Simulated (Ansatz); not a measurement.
# Relaxation of the atoms of Mg₂Mn₃InS₈ (C2/m, 14 atoms in the cell) at several settings

```
Mg2Mn3InS8
1.0
    6.33594    -3.69928     0.00000
    6.33594     3.69928     0.00000
   -4.31111     0.00000     6.10582
Mg Mn In S
2 3 1 8
Direct
  0.12573   0.12573   0.87756
  0.87427   0.87427   0.12244
  0.00000   0.50000   0.50000
  0.50000   0.00000   0.50000
  0.50000   0.50000   0.50000
  0.50000   0.50000   0.00000
  0.26083   0.26083   0.28051
  0.73917   0.73917   0.71949
  0.28269   0.74691   0.27710
  0.71731   0.25309   0.72290
  0.25309   0.71731   0.72290
  0.74691   0.28269   0.27710
  0.75117   0.75117   0.28517
  0.24883   0.24883   0.71483
```
Moments meant for the start (each program seeds them in its own way; μB, in the order of the atoms Mg Mg Mn Mn Mn In S S S S S S S S): 0.0 0.0 4.0 4.0 4.0 0.0 0.0 0.0 0.0 0.0 0.0 0.0 0.0 0.0.

Base: LDA (PW92), default PAW files made with PBE in Ansatz (a quantum-chemistry and plane-wave program). Its settings: kpoints.mp_grid.grid = 4 4 4; hamiltonian.xc = lda; hamiltonian.pseudopotentials = {kind: paw} (the program's default PAW files); magnetization.spin_polarized = true; scf.occupations.method = gaussian; scf.occupations.width = 0.272 eV. Starting volume 20.44 Å³ per atom.

Each line gives the change from the base single point and the result:

- atoms moved at random; relax: default → atoms; relax.f_tol: default → 0.03 eV/Å: pressure -6.39 GPa; largest force (vector length) 0.028 eV/Å; relaxation steps 4; free energy against the base single point -7.7 meV/atom.
- relax: default → atoms: pressure -6.42 GPa; largest force (vector length) 0.009 eV/Å; relaxation steps 6; free energy against the base single point -7.8 meV/atom.
- atoms moved at random; scf.convergence.dr2_threshold: default (1e-07 eV) → 0.001 eV; relax: default → atoms; relax.f_tol: default → 0.03 eV/Å: pressure -6.39 GPa; largest force (vector length) 0.027 eV/Å; relaxation steps 4; free energy against the base single point -7.7 meV/atom.

The starting cell comes from a database of computed structures (which also holds hypothetical and non-ambient phases and stackings), without a prior relaxation at this level. The magnetic order is the one reached from the typed start; others were not searched systematically. The program warned that, by what it read of turns of the moments, another magnetic order lies lower. Ansatz's pressure includes its estimate of the finite-basis (Pulay) stress.

Keys are those of Ansatz 0.2.
